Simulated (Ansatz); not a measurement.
The starting structures come from a database of crystals and need not be the phases stable at ambient conditions.

 Where the default PAW files enter, the runs use the earlier of Ansatz's two default sets.

Tunnelling through a barrier is set by its complex band structure: the current falls as exp(−2κd) with the smallest κ.

Data:

```xyz
8
Lattice="4.8028 0.0000 0.0000 0.0000 6.7921 0.0000 0.0000 3.3961 3.3961" Properties=species:S:1:pos:R:3 pbc="T T T"
Si     1.6213     7.3870     1.6980
Si     4.0227     4.4993     0.0000
Si     3.1815     5.0941     2.8012
Si     0.7801     3.3961     2.2929
Ru     3.0229     2.5770     1.6980
Ru     0.6215     2.5171     0.0000
Ru     1.7799     5.0941     0.8191
Ru     4.1812     6.7921     0.8790
```

Space group of this cell: P2_13. The cell is strained (all lengths scaled by 1.02); by r2SCAN its mean pressure is -13.8 GPa.

Transport runs along the normal of the first two printed cell vectors, the (110) plane of the conventional cell.

The gap is the functional's own. No spin-orbit coupling. Mid-gap values are interpolated on the energy grid.

**Question.** Give the band gap and the smallest decay constant κ at mid-gap that Ansatz (a quantum-chemistry and plane-wave program) with r2SCAN yields.

**Answer.** Gap 0.29 eV on a 10×10×10 mesh; κ = 0.107 1/Å, at (0.000, 0.167) of the in-plane reciprocal vectors. At the zone centre, at the nearest computed energy, the slowest state has κ = 0.12 1/Å.
